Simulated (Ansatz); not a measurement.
**H on the 1x1 (110) surface of bcc Ta, one in a 2x1 cell, started at the site 'bridge Ta-Ta (span 3.3 Å)'**

Method: PBE (plane waves to 420 eV, PAW; Ansatz, an electronic-structure program).

Slab: 9 atoms, 6.8 Å thick at the start under the adsorbate (thin: gaps and levels are the slab's own); k 5x10x1, smearing 0.1 eV, dipole-corrected; 4 atoms held, the rest relaxed; held to the start's symmetry, so lower structures may exist; no spin, no spin-orbit, no U, no dispersion correction. At the end it is bonded to 2 Ta. In PBE this state lies 0.17 eV over the lowest of the starts that converged ('hollow Ta-Ta-Ta').

* **adsorption energy against ½ H2(g)**: -0.79 eV
* **work function of the top face**: 4.51 eV
* **change of the work function**: -0.26 eV
* **change of the step from the bottom to the top vacuum level, against the clean slab**: -0.24 eV
* **energy released by relaxation**: 0.047 eV
* **height of the binding atom over the mean of the host atoms within 0.3 Å of the top one**: 1.080 Å
* **nearest host atoms of the binding atom**: Ta at 2.00 Å, Ta at 2.00 Å, Ta at 3.33 Å
* **largest move of a host atom**: 0.04 Å
* **cost**: roughly 100 core-seconds

A negative adsorption energy means that the adsorbate is more stable on the surface than in its reference.
